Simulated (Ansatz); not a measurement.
Corundum Ga2O3 (metastable phase)

Calculation: r²SCAN+rVV10 in Ansatz (PAW).

Numerical settings: plane-wave cutoff 500 eV, 10×10×10 k mesh, Fermi–Dirac smearing 0.05 eV, scalar-relativistic PAW data made under PBE.

Cell (relaxed at this level):

Ga2O3 is modelled in the trigonal space group R-3c, hexagonal axes (No. 167), the corundum structure, Pearson symbol hR10. Cell: a = 4.9755 Å, b = 4.9755 Å, c = 13.4008 Å, α = 90.00°, β = 90.00°, γ = 120.00°. Ga on 12c has 3 O at 1.921 Å and 3 O at 2.069 Å. O on 18e is coordinated by 2 Ga at 1.921 Å and 2 Ga at 2.069 Å. (Neighbours: up to the widest gap in distance over summed covalent radii, below 1.35, at either atom; cation-cation and far metal-metal contacts left out.)
(The calculation used a cell of 10 atoms; values per cell refer to that cell.)

| Property | Result |
|---|---|
| band gap | 3.60 eV (on the SCF k mesh) |

Spin–orbit coupling is not included.

Computed values are for the static lattice.

The result took roughly 8 core-minutes.

Ansatz is an electronic-structure program.
